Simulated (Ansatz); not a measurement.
# Worked sum: formation energy of the neutral V_Se in Sb2Se3 (Pnma)

Subject: the formation energy of the neutral V_Se in Sb2Se3 (Pnma). Reaction: 12 Sb2Se3 (Pnma) → cell A + Se (P3₁21).

A: a supercell of 60 sites of Sb2Se3 (Pnma) with one empty Se site amid 2 Sb; spin state with PBE: run without spin.

Ansatz (a quantum-chemistry and plane-wave program) with PAW potentials; structures come from PBE+D3(BJ) relaxations, nuclei static, no net charge. Ansatz runs with its default PAW set. Larger cells are relaxed from a start prepared with the learned potential CHGNet, on a coarser mesh till forces fall under 0.03 eV/Å, which some starts already meet. Space groups of crystals are read within 0.01 Å. Spin-orbit coupling is left out. Mesh and cell size may move defect energies by 0.1 eV or more. The value holds for the reservoirs listed; other chemical potentials shift it. Cell A has symmetry Pm within 0.02 Å and got no random move, so less symmetric positions, which may lie lower, weren't tried.

Total energies of the cells in eV, at zero smearing width. They compare only within one column; the weights balance every element.

```csv
cell,atoms,weight,PBE+D3(BJ)
A: Sb2Se3:V_Se,59,+1,-347082.28563
Se (P3₁21),3,+1/3,-16408.21898
Sb2Se3 (Pnma),60,−1,-352553.37374
```

PBE+D3(BJ): (-347082.28563) + 1/3 × (-16408.21898) − (-352553.37374) = 1.682 eV.

What follows from the PBE+D3(BJ) value: The value above is the Se-rich limit, with Se (P3₁21) as reservoir. The host forms with -0.26 eV/atom at this level, so before it gives way to its other element Δμ(Se) can go down to -0.26 × 5/3 = -0.43 eV (other compounds may narrow the range). The defect releases 1 Se, so the Se-poor limit is 1.68 + 1 × (-0.43) = 1.25 eV.

With the reservoirs of the reaction as written, and without entropy terms or charged states, the share of sites that hold the defect in equilibrium is exp(−1.68 eV/k_BT) = 3.4×10^-9 at 1000 K.
